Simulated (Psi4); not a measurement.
Psi4 1.11, HF/def2-tzvp: diiodomethane (ICI), 5 atoms. The geometry is a generated start, not checked to be a minimum at this level.

```yaml
task: energy
method: scf
basis: def2-tzvp
memory: 3 GB
maxiter: 100
keys_of_the_molecule_block: symmetry c1
scf_type: df (default)
e_convergence: 1e-06 (default)
d_convergence: 1e-06 (default)
effective_core_potentials: those of the basis set, past Kr
basis_functions: 143
```

```xyz
5

I     -1.8039     0.9403     0.0029
C      0.0003    -0.2202     0.0068
I      1.8006     0.9446    -0.0645
H      0.0185    -0.8021     0.9207
H     -0.0154    -0.8626    -0.8659
```

With the defaults (damping_percentage = 0, diis = true, scf_initial_accelerator = adiis, diis_max_vecs = 10, guess = auto, which took SAD) it converges in 9 SCF iterations. One run each on 2 threads, with these changes:
- diis_max_vecs = 20
- guess = sap
- guess = core
- guess = sadno
- damping_percentage = 60, diis = false, scf_initial_accelerator = none
- guess = huckel
- scf_initial_accelerator = ediis
- damping_percentage = 60
- guess = modhuckel

### Question
Which of these changes keep the SCF from converging, or lead it to another solution?

### Answer
No convergence: damping_percentage = 60; damping_percentage = 60, diis = false, scf_initial_accelerator = none (the run ends without SCF convergence in 100 iterations). The rest reach the solution of the defaults.

| setting | SCF iterations | end |
|---|---|---|
| the defaults | 9 | same solution |
| diis_max_vecs = 20 | 9 | same solution |
| guess = huckel | 9 | same solution |
| scf_initial_accelerator = ediis | 9 | same solution |
| guess = sadno | 10 | same solution |
| guess = modhuckel | 11 | same solution |
| guess = sap | 12 | same solution |
| guess = core | 13 | same solution |
| damping_percentage = 60 | 100 | no convergence |
| damping_percentage = 60, diis = false, scf_initial_accelerator = none | 100 | no convergence |
